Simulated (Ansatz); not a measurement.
Take InSb in the zinc blende structure (space group F-43m, No. 216; a = 6.556 Å) as the base.

Structures relaxed with plane-wave PAW DFT at the r2SCAN level (Ansatz, a first-principles code, 500 eV), without spin-orbit coupling.

Base:

Simulated powder pattern, Cu Kα1, λ = 1.54056 Å (kinematic, ideal powder, no thermal factors, no anomalous dispersion; the 14 strongest lines at most, above 2 %, up to 2θ = 90°):

```tsv
2θ (°)	I/Imax (%)	hkl
23.48	100	(111)
38.82	80	(220)
45.87	49	(311)
56.07	13	(400)
61.61	20	(331)
70.28	27	(422)
75.25	15	(511)
83.31	8.4	(440)
88.07	15	(531)
```

Perturbation: every Sb is replaced by Al, then cell and atoms are relaxed.

Q: How do the reflections move or split?

A: 
Simulated powder pattern, Cu Kα1, λ = 1.54056 Å (kinematic, ideal powder, no thermal factors, no anomalous dispersion; the 14 strongest lines at most, above 2 %, up to 2θ = 90°):

```json
[
 {"2θ (°)": "24.51", "I/Imax (%)": "100", "hkl": "(111)"},
 {"2θ (°)": "28.37", "I/Imax (%)": "29", "hkl": "(200)"},
 {"2θ (°)": "40.56", "I/Imax (%)": "56", "hkl": "(220)"},
 {"2θ (°)": "47.96", "I/Imax (%)": "48", "hkl": "(311)"},
 {"2θ (°)": "50.24", "I/Imax (%)": "7.8", "hkl": "(222)"},
 {"2θ (°)": "58.70", "I/Imax (%)": "9.2", "hkl": "(400)"},
 {"2θ (°)": "64.57", "I/Imax (%)": "19", "hkl": "(331)"},
 {"2θ (°)": "66.46", "I/Imax (%)": "9.7", "hkl": "(420)"},
 {"2θ (°)": "73.79", "I/Imax (%)": "18", "hkl": "(422)"},
 {"2θ (°)": "79.10", "I/Imax (%)": "14", "hkl": "(511)"},
 {"2θ (°)": "87.77", "I/Imax (%)": "5.9", "hkl": "(440)"}
]
```

The indices refer to each structure's own conventional cell; one index is shown for lines that coincide.

Stability against distortions was not tested. As relaxed here, AlIn is a hypothetical phase, not in the database extracts checked. All final runs are without spin polarisation.
